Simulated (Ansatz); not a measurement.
Reference: CdSe (F-43m), HSE06, rigid bands (plane waves, PAW, scalar-relativistic; Ansatz, a first-principles code); geometry: cell and atoms relaxed with PBEsol.

```cif
data_CdSe
_chemical_formula_sum 'Cd1 Se1'
_space_group_name_H-M_alt 'P 1'
_space_group_IT_number 1
_cell_length_a 4.30024
_cell_length_b 4.30024
_cell_length_c 4.30024
_cell_angle_alpha 60.000
_cell_angle_beta 60.000
_cell_angle_gamma 60.000
loop_
_space_group_symop_operation_xyz
  'x, y, z'
loop_
_atom_site_label
_atom_site_type_symbol
_atom_site_fract_x
_atom_site_fract_y
_atom_site_fract_z
_atom_site_occupancy
Cd1 Cd 0.00000 0.00000 0.00000 1
Se1 Se 0.75000 0.75000 0.75000 1
```

| Quantity | Result |
|---|---|
| band gap | 1.55 eV |
| electron conductivity mass | 0.120 mₑ |
| Seebeck coefficient, n-type 1e19 cm⁻³ | -74 μV/K |

Problem. Replace Cd by Zn on the same sites and relax. What happens?

Solution. ZnSe (F-43m): volume per atom 28.1 to 22.3 Å³; band gap rises (1.55 eV to 2.50 eV); electron conductivity mass rises (0.120 mₑ to 0.143 mₑ); Seebeck coefficient, n-type 1e19 cm⁻³ rises in size (-74 μV/K to -86 μV/K).

Problem. Swap Cd for Be, keeping the structure type. How do these values move?

Solution. BeSe (F-43m): volume per atom 28.1 to 16.9 Å³; band gap rises (1.55 eV to 3.45 eV); electron conductivity mass rises (0.120 mₑ to 0.34 mₑ); Seebeck coefficient, n-type 1e19 cm⁻³ rises in size (-74 μV/K to -268 μV/K).

Moves up to 5 % count as about the same. Masses are for dilute carriers at 300 K, harmonic means over directions unless an axis is named. Seebeck coefficients are for the stated density at 300 K, with one relaxation time for all states and whether or not that doping can be reached. Spin-orbit coupling is left out.
